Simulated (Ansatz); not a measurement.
Consider this model of amorphous Hf18O37Sr.

```xyz
56
Lattice="9.0913 -0.3983 -0.2800 -0.3983 9.0612 -0.0878 -0.2800 -0.0878 8.8938" Properties=species:S:1:pos:R:3 pbc="T T T"
Hf     4.6579     5.3273     5.2336
Hf     2.3364     6.3651     2.7934
Hf     8.6301     2.1856     8.1672
Hf     5.5304    -0.0763     4.0033
Hf     3.8747     0.6145     1.2511
Hf     5.3821     3.4348     8.0657
Hf     7.1528     2.6928     5.2417
Hf     5.1502     3.5665     2.3272
Hf     1.5929     2.2735     2.8630
Hf     8.4870     7.8257     0.9109
Hf     8.3312     5.3957     7.0957
Hf     5.4246     6.6064     1.5073
Hf     3.0878     1.6918     6.5478
Hf     8.3785     4.1563     1.9472
Hf     2.5872     6.7843     7.9443
Hf     1.1006     4.4403     5.1997
Hf     7.8515     7.0750     4.1522
Hf     0.1556     8.8771     7.0103
O      0.2137     6.8871     2.5839
O      4.9862     4.8539     0.5234
O      1.3198     5.5118     7.0172
O      4.2719     5.3755     2.9729
O      4.3524     0.6052     5.4405
O      8.6104     5.3495     4.8238
O      2.1783     8.6649     7.2087
O      7.0145     6.7779     0.1189
O      0.1649     2.6203     1.5450
O      6.7582     2.0420     7.3316
O      1.3301     4.4997     2.9977
O      8.3216     0.1182     8.3926
O      1.1757     1.7815     7.4722
O      4.4383     8.0929     0.2393
O      3.2910     2.6998     1.9750
O      6.6987     3.0622     1.0971
O      1.9896     2.5352     4.8877
O      6.3987     4.5743     6.5905
O      4.1219     1.6970     8.4270
O      5.2783     1.2869     2.5125
O      5.6948     7.0622     4.6250
O      7.0969     0.7221     4.9865
O      7.6500     7.1977     6.3031
O      0.2932     7.3583     8.5022
O      2.6752     6.1681     0.9032
O      6.9199     8.0521     2.4295
O      0.1941     8.7496     4.9809
O      6.8179     5.2855     2.5599
O      3.9338     3.5476     6.5790
O      8.6969     4.3267    -0.0986
O      5.5318     3.5090     4.3323
O      2.6604     5.7391     4.8136
O     -0.3094     3.7071     6.6355
O      3.7424     7.9723     2.6980
O      8.4597     2.9198     3.7084
O      1.8883     0.4441     1.8938
O      4.2273     6.3576     6.9208
Sr     5.6640     8.4556     7.2189
```

These are PBE, scalar-relativistic without spin-orbit coupling (plane waves to 420 eV, PAW; Ansatz, a quantum-chemistry and plane-wave program) values and carry that method's errors.

A CHGNet melt-quench gave the starting glass, which DFT then relaxed. O atoms were pushed apart under 1.9 Å during the dynamics, to hinder bonds among them. The hot cell started wider than the set density and was brought back towards it in steps. It is the lowest in DFT energy of 2 quenches. It is a model cell: composition and starting density were chosen by hand, and all elements were melted together. No dispersion term was used. Its density started from a set value of 8.83 and ended at 8.85 g/cm³. The quench (nominally 300 K/ps over its main leg) was far faster than any real one, so the model tends to hold more defects than a real film. Values belong to this one cell and scatter from quench to quench. Volume and shape were free in the relaxation.

Neighbours within Hf-Hf 3.34 Å, Hf-O 2.68 Å, Hf-Sr 3.76 Å, O-O 1.58 Å, O-Sr 3.13 Å, Sr-Sr 4.18 Å count as bonded. Two cations that share two anions don't count as bonded, nor two that share one unless they lie closer than Hf-Hf 3.25 Å, Hf-Sr 3.66 Å, Sr-Sr 4.07 Å.

**Question.** Give the coordination numbers, mean bond lengths and angles.

**Answer.** 
* **Mean coordination of Hf by anions**: 6.33 (1 with 5, 10 with 6, 7 with 7)
* **Mean coordination of O**: 3.32 (2 with 2, 21 with 3, 14 with 4)
* **Mean coordination of Sr by anions**: 9.00 (1 with 9)
* **Mean Hf-O bond**: 2.152 Å (spread 0.135 Å, 114 counted)
* **Mean O-Sr bond**: 2.695 Å (spread 0.153 Å, 9 counted)
* **Bond angle at Hf**: mean 102.4°, spread 29.3°
* **Bond angle at O**: mean 111.8°, spread 17.9°
* **Bond angle at Sr**: mean 97.3°, spread 32.3°

**Question.** List the pairs of like atoms that count as bonded by the rules above.

**Answer.** There are none by these rules.
